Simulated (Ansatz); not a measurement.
The reference is CuI in the zinc blende structure (space group F-43m, No. 216; a = 6.0789 Å).

The values are results of PBE in Ansatz (plane waves to 420 eV, PAW, without spin-orbit coupling), not measurements.

Base values:

| Property | Result |
|---|---|
| Band gap | 1.10 eV |
| Width of the top valence band | 1.47 eV |

One thing is altered: hydrostatic tension (pressure −2 GPa).

**Question.** Predict the new band gap.

**Answer.** The band gap drops by 0.14 eV, from 1.10 eV to 0.96 eV.

**Question.** How does this affect the width of the top valence band?

**Answer.** The width of the top valence band decreases by 0.19 eV (1.47 eV → 1.28 eV).

Spin-orbit coupling, missing from the scalar runs, can matter with I. Load acts through the strain it causes; cell and atoms are relaxed under it. No phonon test of stability was made. All final runs are without spin polarisation.

Ansatz is a program for electronic structure.
